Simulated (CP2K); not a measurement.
CP2K run on Cd₂SeS (P1, 4 atoms in the cell): self-consistent single point.

Level of theory: CP2K with PBEsol, GPW, DZVP-MOLOPT-SR-GTH basis, GTH-PBE potentials (GTH_POTENTIALS).

The change in words: atoms moved at random. Reference geometry:
```
CELL_PARAMETERS angstrom
      4.29722     0.00000     0.00000
     -2.14861     3.72150     0.00000
      0.00000     0.00000     7.00717
ATOMIC_POSITIONS crystal
  Cd 0.00000 0.00000 0.49023
  Cd 0.33333 0.66667 0.00964
  Se 0.33333 0.66667 0.62575
  S  0.00000 0.00000 0.12238
```

Reference input (self-consistent single point, DFT PBEsol, GPW, DZVP-MOLOPT-SR-GTH basis, GTH-PBE potentials (GTH_POTENTIALS)): CUTOFF = 500 Ry; REL_CUTOFF = 40 Ry; SMEAR/METHOD = FERMI_DIRAC; ELECTRONIC_TEMPERATURE = 116.05 K; KPOINTS/SCHEME = MONKHORST-PACK 6 6 3; GAMMA_CENTERED = T; XC_FUNCTIONAL = PBE:PBESOL; Cd/BASIS_SET = DZVP-MOLOPT-SR-GTH-q12; Cd/POTENTIAL = GTH-PBE-q12; Se/BASIS_SET = DZVP-MOLOPT-SR-GTH-q6; Se/POTENTIAL = GTH-PBE-q6; S/BASIS_SET = DZVP-MOLOPT-SR-GTH-q6. This run's input differs from it in these lines:

```diff
@@ -73,6 +73,6 @@
       SCALED
-      Cd       0.00000000     0.00000000     0.49023000
-      Cd       0.33333300     0.66666700     0.00964000
-      Se       0.33333300     0.66666700     0.62575000
-      S        0.00000000     0.00000000     0.12238000
+      Cd       0.00235200     0.00224200     0.49000700
+      Cd       0.33421600     0.65828400     0.01312200
+      Se       0.33004000     0.67440000     0.62448700
+      S        0.00005700    -0.00159200     0.12038400
     &END COORD
```

The program printed (abridged):

```
 SCF WAVEFUNCTION OPTIMIZATION

  Step     Update method      Time    Convergence         Total energy    Change
     1 NoMix/Diag. 0.30E+00      -     1.69816522      -111.7274682942 -1.12E+02
     2 Broy./Diag. 0.30E+00      -     0.03033702      -111.8236818678 -9.62E-02
     3 Broy./Diag. 0.30E+00      -     0.10545954      -111.6799762737  1.44E-01
     4 Broy./Diag. 0.30E+00      -     0.01084814      -111.7049450221 -2.50E-02
     5 Broy./Diag. 0.30E+00      -     0.00926034      -111.6931044460  1.18E-02
     6 Broy./Diag. 0.30E+00      -     0.00230689      -111.6643207102  2.88E-02
   [... 13 lines left out ...]
    20 Broy./Diag. 0.30E+00      -     0.00000045      -111.6419938421 -2.87E-06
    21 Broy./Diag. 0.30E+00      -     0.00000053      -111.6419961806 -2.34E-06
    22 Broy./Diag. 0.30E+00      -     0.00000017      -111.6419959723  2.08E-07
    23 Broy./Diag. 0.30E+00      -     0.00000004      -111.6419948928  1.08E-06
  *** SCF run converged in    23 steps ***

  Overlap energy of the core charge distribution:               0.00000000129613
  Self energy of the core charge distribution:               -191.80721808282851
  Core Hamiltonian energy:                                     57.88295512222452
  Hartree energy:                                              39.60409032096503
  Exchange-correlation energy:                                -17.32182225446497
  Electronic entropic energy:                                  -0.00000000000002
  Fermi energy:                                                 0.10760086245852

  Total energy:                                              -111.64199489280782
  Total energy (extrapolated to T->0):                       -111.64199489280780

   [... lines left out ...]

 STRESS| Analytical stress tensor [bar]
 STRESS|                        x                   y                   z
 STRESS|      x       -1.39128463168E+04  -2.42772264691E+03   2.73919513292E+03
 STRESS|      y       -2.42772264691E+03  -1.55265013419E+04  -2.23244660691E+03
 STRESS|      z        2.73919513292E+03  -2.23244660691E+03  -1.98600276020E+04
 STRESS| 1/3 Trace                                            -1.64331250869E+04
```

The run converged in 23 iterations. Against the reference run the free energy rises by 2.3 meV/atom, the pressure stays near -1.64 GPa while the zz stress (positive for compression) goes from -1.64 to -1.99 GPa, the largest force goes from 0.043 to 0.272 eV/Å and the gap on the mesh goes from 0.512 to 0.471 eV.

The starting cell comes from a database of computed structures (which also holds hypothetical and non-ambient phases and stackings), without a prior relaxation at this level. Its lattice was rescaled by a random factor within 2.5 % of one. For this run, on top of that: atoms moved at random. Values carry the incompleteness of an atom-centred basis. The potentials were made for another functional than the one used.

Cost on one core of a shared machine: roughly 50 s.
